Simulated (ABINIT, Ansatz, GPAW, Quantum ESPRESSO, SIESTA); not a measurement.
## Rb (Im-3m, 1 atom in the cell) computed with different codes at matched settings

Self-consistent single point.

```xyz
1
Lattice="-2.8250 2.8250 2.8250 2.8250 -2.8250 2.8250 2.8250 2.8250 -2.8250" Properties=species:S:1:pos:R:3 pbc="T T T"
Rb     0.0000     0.0000     0.0000
```

Shared settings, as Ansatz (a first-principles code) writes them: kpoints.mp_grid.grid = 4 4 4; scf.occupations.method = fermi_dirac; scf.occupations.width = 0.05 eV. Potentials and cutoffs stand in the table.

| code | model | pressure (GPa) | cutoff |
|---|---|---|---|
| Ansatz | PBE, default PAW files | 0.11 | default |
| GPAW | PBE, GPAW PAW datasets PBE (gpaw-data 1.0.1) | 0.11 | 550 eV |
| ABINIT | PBE, PAW (JTH v2.0 PBE PAW) | 0.11 | 544 eV |
| Quantum ESPRESSO | PBE, PSlibrary PAW (PBE) pseudopotentials | 0.11 | 40 Ry |
| SIESTA | GGA PBE, numerical atomic orbitals DZP, PseudoDojo PBE standard norm-conserving potentials (rewritten from UPF to PSML) | 0.29 | grid 300 Ry |

The spread over the programs that give each value: pressure within 0.18 GPa.

SIESTA uses small atom-centred bases, whose incompleteness enters pressures, forces and empty levels differently from a plane-wave cutoff. Ansatz's pressure is given at a fixed set of plane waves, as the other plane-wave codes print theirs.

On the base mesh (11 11 11) the same programs gave: Ansatz pressure 0.02 GPa; Quantum ESPRESSO pressure 0.02 GPa; ABINIT pressure 0.03 GPa; GPAW pressure 0.03 GPa; SIESTA pressure 0.23 GPa.

The starting cell has typed, rounded lattice constants, without a prior relaxation at this level.

Left out of this page: CP2K (on another mesh); Elk and FLEUR (not drawn, or without a comparable value).

Keys are those of Ansatz 0.2.
